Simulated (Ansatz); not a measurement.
A computed series for CuI: pressure series

The parent structure is CuI in the wurtzite structure (space group P6_3mc, No. 186).

Space group P6₃mc (No. 186); a = b = 4.187 Å, c = 6.898 Å, α = β = 90.00°, γ = 120.00°

```json
[
 {"atom": "Cu", "site": "2b", "symmetry": "3m.", "x": "0.3333", "y": "0.6667", "z": "0.3737"},
 {"atom": "I", "site": "2b", "symmetry": "3m.", "x": "0.3333", "y": "0.6667", "z": "0.0013"}
]
```

Cell and atoms are relaxed at each pressure.

Computed with PBEsol (Ansatz, an electronic-structure program, PAW, spin-orbit coupling left out).

Candidates:
(a) pressure 3 GPa
(b) pressure 5 GPa
(c) pressure −2 GPa

For the base:

```
Property    Value
--------  -------
Band gap  1.22 eV
```

Question: Order them by band gap, highest first.

Answer: (b) pressure 5 GPa (1.47 eV), (a) pressure 3 GPa (1.38 eV), (c) pressure −2 GPa (1.09 eV)

Spin-orbit coupling, missing from the scalar runs, can matter with I. Load acts through the strain it causes; cell and atoms are relaxed under it. Stability against distortions was not tested. Tetrahedral semiconductors of this kind turn to denser phases somewhere between about 1 and 50 GPa; those were not computed, so compressed cells here can lie past the real transition. The final runs are not spin-polarised. This is not the structure that CuI has at room temperature and ambient pressure.
